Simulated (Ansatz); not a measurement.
# BN: pressure series

Base system: BN (space group P4_2/mnm, No. 136; a = 4.399 Å, c = 2.538 Å; a model cell, its experimental status unchecked).

Cell and atoms are relaxed at each pressure.

All numbers come from PBEsol (Ansatz, a first-principles code; PAW; 420 eV plane waves; spin-orbit coupling left out).

```json
[
 {"pressure (GPa)": "-1", "volume per atom (Å³/atom)": "6.157"},
 {"pressure (GPa)": "0", "volume per atom (Å³/atom)": "6.140"},
 {"pressure (GPa)": "0.3", "volume per atom (Å³/atom)": "6.135"},
 {"pressure (GPa)": "0.7", "volume per atom (Å³/atom)": "6.128"},
 {"pressure (GPa)": "1.5", "volume per atom (Å³/atom)": "6.114"},
 {"pressure (GPa)": "3", "volume per atom (Å³/atom)": "6.089"},
 {"pressure (GPa)": "5", "volume per atom (Å³/atom)": "6.057"},
 {"pressure (GPa)": "7.5", "volume per atom (Å³/atom)": "?"},
 {"pressure (GPa)": "10", "volume per atom (Å³/atom)": "5.979"}
]
```

**Question.** Fit the third-order Birch–Murnaghan form P(V) = (3B₀/2)[(V₀/V)^(7/3) − (V₀/V)^(5/3)]·[1 + (3/4)(B₀′ − 4)((V₀/V)^(2/3) − 1)] (squares taken in P) to the rows shown and predict the withheld row.

**Answer.** Least squares on the printed values gives V₀ = 6.140 Å³/atom, B₀ = 357 GPa, B₀′ = 4.1; this predicts 6.017 Å³/atom, and the run gives 6.018 Å³/atom, in agreement.

Load acts through the strain it causes; cell and atoms are relaxed under it. Stability against distortions was not tested. No other phases were tried under pressure.
